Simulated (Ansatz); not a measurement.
Base system: Zr in the hcp (Mg type) structure (space group P6_3/mmc, No. 194; relaxed with 0.1 eV smearing).

```cif
data_Zr2
_chemical_formula_sum 'Zr2'
_space_group_name_H-M_alt 'P 1'
_space_group_IT_number 1
_cell_length_a 3.24432
_cell_length_b 3.24432
_cell_length_c 5.15800
_cell_angle_alpha 90.000
_cell_angle_beta 90.000
_cell_angle_gamma 120.000
loop_
_space_group_symop_operation_xyz
  'x, y, z'
loop_
_atom_site_label
_atom_site_type_symbol
_atom_site_fract_x
_atom_site_fract_y
_atom_site_fract_z
_atom_site_occupancy
Zr1 Zr 0.66667 0.33333 0.75000 1
Zr2 Zr 0.33333 0.66667 0.25000 1
```

Computed with plane-wave PAW DFT at the r2SCAN level (Ansatz, a program for electronic structure, 500 eV), scalar-relativistic without spin-orbit coupling.

Before the change:

* **Pressure**: 0.0 GPa
* **Band gap**: zero

Modification: every lattice vector is shortened by 1.00 %; the atoms relax in the strained cell.

Q: How does this affect the pressure, energy relative to the base and band gap?

A: The pressure (mean of the normal stresses, compression positive) goes from zero to 3.0 GPa; the energy increases by 6.4 meV/atom; the band gap stays zero.

Whether these cells are dynamically stable was not tested. The final runs are not spin-polarised.
